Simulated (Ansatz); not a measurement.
# Defect calculation: B_Si in 4H silicon carbide

The numbers are results of PBE, PAW (plane waves to 420 eV; Ansatz, a program for electronic structure), not measurements. A 3×2×1 supercell of 96 sites was used; the energies come from a 2×2×2 shifted sampling of its zone. Site at the start: the Si(h) site. Energies of charged states are corrected for periodic images (point charge plus alignment at distant sites). Dielectric constants: PBE linear response of the host. Host gap at this level: 2.23 eV. These values are not converged in cell size to better than tenths of an eV. Levels are measured in PBE's own, too narrow, gap. Spin–orbit coupling is left out. Each state is the lowest found from its start.

Formation energies E_f are given with the Fermi level at the valence-band maximum. Chemical conditions: C-rich (Δμ(Si) = -0.41 eV, Δμ(B) = -0.13 eV, bounded by B4C (Cm); only phases computed here count, gases as isolated molecules at 0 K); Si-rich (Δμ(Si) = 0.00 eV, Δμ(B) = -0.023 eV, bounded by B4C (Cm); only phases computed here count, gases as isolated molecules at 0 K). Reference phases: B: alpha boron, Si: silicon.

| charge | moment (μB) | largest move off a lattice site (Å) | image correction with alignment (eV) | E_f, C-rich (eV) | E_f, Si-rich (eV) |
|---|---|---|---|---|---|
| +1* | not spin-polarised | 0.14 | – | – | – |
| 0* | quenched | 0.14 | – | – | – |
| −1 | not spin-polarised | 0.13 | 0.29 | 2.32 | 2.63 |

* At this level the carrier isn't localised at the defect: at charge +1 holes occupy the valence band; at charge 0 holes occupy the valence band. Such a state is shallow or no state of the defect, and this cell gives it no level.

Starting moments that weren't kept: charge 0 began with 1 μB and ended with 0.0.

No other site or start that was run ended lower by more than 0.1 eV.

Flagged in the runs: a host whose relaxation on this sampling wasn't shown to rest.
